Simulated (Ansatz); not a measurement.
Base system: MoP (space group P-6m2, No. 187).

```
MoP
1.0
    3.20627     0.00000     0.00000
   -1.60314     2.77671     0.00000
    0.00000     0.00000     3.17380
Mo P
1 1
Direct
  0.00000   0.00000   0.00000
  0.66667   0.33333   0.50000
```

The other end (x = 1) is MoSb (space group P-6m2, No. 187; a hypothetical phase, not in the database extracts checked): 19.26 Å³/atom, gap zero; this end may not be an ambient phase.

Method: DFT with PBEsol, PAW potentials and a 420 eV plane-wave cutoff in Ansatz (a program for electronic structure), scalar-relativistic without spin-orbit coupling.

Sb replaces a fraction x of P; each row is one arrangement (x, atoms in the cell, starting space group or random), fully relaxed.

One change was made to it. Results:

The mean first-shell distances amounts to P–Mo 2.472 Å (end compound 2.438 Å), Sb–Mo 2.650 Å (end compound 2.710 Å); the band gap stays zero; the mixing energy comes out as +0.08 eV/atom (to 0.01 eV only: unlike meshes or grids) (against an end that may be hypothetical); the volume per atom goes up by 1.26 Å³ (14.13 Å³ → 15.39 Å³).

Q: Name the change that was made.
A) x(Sb) = 0.667, 6 atoms, P-62m
B) x(Sb) = 0.25, 8 atoms, Pmm2
C) x(Sb) = 0.75, 8 atoms, P-6m2
D) x(Sb) = 0.75, 8 atoms, Cmm2

A: B, x(Sb) = 0.25, 8 atoms, Pmm2. For comparison, the mean first-shell distances in the other runs: x(Sb) = 0.75, 8 atoms, Cmm2 gives P–Mo 2.553 Å (end compound 2.438 Å), Sb–Mo 2.690 Å (end compound 2.710 Å); x(Sb) = 0.667, 6 atoms, P-62m gives P–Mo 2.446 Å (end compound 2.438 Å), Sb–Mo 2.715 Å (end compound 2.710 Å); x(Sb) = 0.75, 8 atoms, P-6m2 gives P–Mo 2.447 Å (end compound 2.438 Å), Sb–Mo 2.730 Å (end compound 2.710 Å).

These are small ordered cells, not random alloys; other orderings at the same x differ. Stability against distortions was not tested. All final runs are without spin polarisation. An odd electron count without spin: MoP, MoSb and Mo3Sb2P. Mo4Sb3P has a high density of states at the Fermi level and may be magnetic at this level.
